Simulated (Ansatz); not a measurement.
Results of PBE (Ansatz, a quantum-chemistry and plane-wave program, plane waves, PAW) for TePt (model structure, within 0.1 Å of Pm-3m, No. 221, 2 atoms in the cell).

Numerical settings: plane-wave cutoff 520 eV, 18×18×14 k mesh (along the axes of the cell as run), Fermi–Dirac smearing 0.05 eV, scalar-relativistic PAW data made under PBE.

Cell (relaxed at this level):

```cif
data_PtTe
_chemical_formula_sum 'Pt1 Te1'
_space_group_name_H-M_alt 'P4/mmm'
_space_group_IT_number 123
_space_group_name_Hall '-P 4 2'
_cell_length_a 3.44727
_cell_length_b 3.44727
_cell_length_c 3.43030
_cell_angle_alpha 90.000
_cell_angle_beta 90.000
_cell_angle_gamma 90.000
loop_
_atom_site_label
_atom_site_type_symbol
_atom_site_symmetry_multiplicity
_atom_site_Wyckoff_symbol
_atom_site_fract_x
_atom_site_fract_y
_atom_site_fract_z
_atom_site_occupancy
Pt1 Pt 1 a 0.00000 0.00000 0.00000 1
Te1 Te 1 d 0.50000 0.50000 0.50000 1
```

Question: Give the computed bulk modulus.

Answer: 
* **bulk modulus**: 127 GPa

The run finds no gap.

Note: the bulk modulus is −V dP/dV from two relaxed cells at ±2 % in volume.

Spin–orbit coupling is not included; it can open a gap where bands touch, and shift volumes and moduli.

The computed numbers hold no vibrational or temperature effects.

A model structure was made by putting elements into a prototype or built by hand; it is no filed structure, need not be a known phase, and can be a saddle point held by its symmetry.
